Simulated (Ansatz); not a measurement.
**Question.** Name crystals whose band gap lies between 1.04 and 1.62 eV and whose electron conductivity mass lies between 0.33 and 0.51 mₑ, by PBEsol, rigid bands (Ansatz, an electronic-structure program).

**Answer.** Many crystals can fit; among those computed here:
- GaP (F-43m): 1.45 eV, 0.34 mₑ
- AlP (F-43m): 1.45 eV, 0.33 mₑ
- Rb2PdC2 (P-3m1): 1.50 eV, 0.45 mₑ
- Ba₂PCl (R-3m): 1.04 eV, 0.47 mₑ
- SrC2 (I4/mmm): 1.42 eV, 0.47 mₑ

Masses are for dilute carriers at 300 K, harmonic means over directions unless an axis is named. Spin-orbit coupling is left out.

Formula and space group known from diffraction (Crystallography Open Database), not checked to be the room-temperature form: Ba2PCl (R-3m), Rb2PdC2 (P-3m1), SrC2 (I4/mmm).
